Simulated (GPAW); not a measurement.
A self-consistent single point of AlCo (Pm-3m, 2 atoms in the cell) with GPAW.

Computed with PBE, GPAW PAW datasets PBE (gpaw-data 1.0.1) (plane waves; GPAW).

The change in words: lattice scaled by 0.98. Reference geometry:
```yaml
crystal:
  lattice:
    - [2.79515, 0.00000, 0.00000]
    - [0.00000, 2.79515, 0.00000]
    - [0.00000, 0.00000, 2.79515]
  atoms:
    - { symbol: Al, position: [0.00000, 0.00000, 0.00000] }
    - { symbol: Co, position: [0.50000, 0.50000, 0.50000] }
```

Reference input (self-consistent single point, DFT PBE, plane waves, GPAW PAW datasets PBE (gpaw-data 1.0.1)): mode = pw; ecut = 850 eV; xc = PBE; kpts = 9 9 9; mesh shift (steps) = 0 0 0; occupations.name = methfessel-paxton; occupations.width = 0.272 eV; occupations.order = 0; nbands = -8; convergence.density = 1e-05 e/electron; symmetry.symmorphic = false; symmetry.tolerance = 0.0005. This run's input differs from it in these lines:

```diff
@@ -5,5 +5,5 @@
 atoms = Atoms(['Al', 'Co'],
-              cell=[[2.795153, 0.000000, 0.000000],
-                    [0.000000, 2.795153, 0.000000],
-                    [0.000000, 0.000000, 2.795153]],
+              cell=[[2.739250, 0.000000, 0.000000],
+                    [0.000000, 2.739250, 0.000000],
+                    [0.000000, 0.000000, 2.739250]],
               scaled_positions=[[0.000000, 0.000000, 0.000000],
```

The program printed (abridged):

```
     iter     time        total  log10-change:
                         energy   eigst   dens
iter:   1 --:--:--   -12.978847
iter:   2 --:--:--   -12.985245   -0.71  -1.28
iter:   3 --:--:--   -12.960992   -1.80  -1.29
iter:   4 --:--:--   -13.003973   -1.86  -1.36
iter:   5 --:--:--   -12.985579   -1.91  -1.63
iter:   6 --:--:--   -12.975457   -3.70  -1.97
iter:   7 --:--:--   -12.964985   -2.79  -2.08
iter:   8 --:--:--   -12.963887   -4.15  -2.62
iter:   9 --:--:--   -12.963905c  -5.91  -3.43
iter:  10 --:--:--   -12.963879c  -5.30  -3.39
iter:  11 --:--:--   -12.963867c  -6.33  -3.56
iter:  12 --:--:--   -12.963867c  -7.91c -4.28
iter:  13 --:--:--   -12.963867c  -8.29c -4.60
iter:  14 --:--:--   -12.963867c  -9.77c -5.19c
Converged after 14 iterations.

Dipole moment: (0.000000, 0.000000, 0.000000) |e|*Ang

Energy contributions relative to reference atoms: (reference = -44506.133171)

Kinetic:        +31.403958
Potential:      -23.372616
External:        +0.000000
XC:             -20.920290
Entropy (-ST):   -0.021385
Local:           -0.064225
SIC:             +0.000000
--------------------------
Free energy:    -12.974559
Extrapolated:   -12.963867

Showing only first 2 kpts
 Kpt  Band  Eigenvalues  Occupancy
  0     4     10.81310    2.00000
  0     5     10.81310    2.00000
  0     6     18.36754    0.00000
  0     7     18.36754    0.00000

  1     4     10.67003    2.00000
  1     5     10.82927    2.00000
  1     6     16.44998    0.00000
  1     7     18.71855    0.00000

Fermi level: 11.75050

No gap
No difference between direct/indirect transitions
Energy (eV): -12.963867

Forces in eV/Ang:
  0 Al   -0.00000   -0.00000    0.00000
  1 Co    0.00000   -0.00000   -0.00000

Stress tensor:
    -0.187675     0.000000     0.000000
     0.000000    -0.187675     0.000000
     0.000000     0.000000    -0.187675
Stress (GPa, Voigt): [-30.0688 -30.0688 -30.0688   0.       0.       0.    ]
```

The run converged in 14 iterations. GPAW prints stress with tension positive. Against the reference run the free energy rises by 87.0 meV/atom and the pressure goes from 13.81 to 30.07 GPa.

The starting cell comes from a database of computed structures (which also holds hypothetical and non-ambient phases and stackings), without a prior relaxation at this level. Its lattice was rescaled by a random factor within 2.5 % of one. For this run, on top of that: lattice scaled by 0.98. Spin polarisation is off. With a pressure of about 30 GPa the cell is away from its equilibrium volume at this level.
